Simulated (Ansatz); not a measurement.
The starting structures come from a database of crystals and need not be the phases stable at ambient conditions.

Inside the gap of an insulator the Bloch states are evanescent, with a wavenumber k + iκ along the transport direction.

Data:

```yaml
crystal:
  lattice:
    - [4.13734, 0.00000, 0.00000]
    - [0.00000, 7.25670, 0.00000]
    - [1.54068, 0.00000, 3.93090]
  atoms:
    - { symbol: Ag, position: [0.88611, 0.75000, 0.89597] }
    - { symbol: Ag, position: [0.11389, 0.25000, 0.10403] }
    - { symbol: Ag, position: [0.50000, 0.00000, 0.50000] }
    - { symbol: Ag, position: [0.50000, 0.50000, 0.50000] }
    - { symbol: S, position: [0.27249, 0.75000, 0.28478] }
    - { symbol: S, position: [0.72751, 0.25000, 0.71522] }
```

Space group of this cell: P2_1/m. The cell is strained (lengths across the current scaled by 0.98, ions clamped).

Transport runs along the normal of the first two printed cell vectors.

The gap is the functional's own, uncorrected, and κ follows it; spin-orbit coupling is left out. Mid-gap values are interpolated between the computed energies.

**Question.** State the band gap and the smallest decay constant κ at mid-gap according to PBEsol (Ansatz, a first-principles code).

**Answer.** Gap 0.96 eV on a 8×4×8 mesh; κ = 0.110 1/Å, at the zone centre.
